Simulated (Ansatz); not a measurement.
Start from KH in the zinc blende structure (space group F-43m, No. 216; a = 6.126 Å; a hypothetical phase, not in the database extracts checked). Axes: x, y, z lie along the cube axes.

Level of theory: PBEsol/PAW in Ansatz (an electronic-structure program), no SOC.

One thing is altered: tensile biaxial strain of 1.05 % in the plane normal to [001], as in epitaxy on a mismatched substrate; the out-of-plane cell vector and the atoms relax.

Question: What happens to the ratio −ε⊥/ε∥?

Answer: The ratio −ε⊥/ε∥ comes out as 1.81.

Question: Predict the new in-plane stress.

Answer: The mean in-plane stress (compression positive) comes out as 0.0 GPa.

Question: What happens to the energy relative to the base?

Answer: The energy hardly moves.

Stability against distortions was not tested.
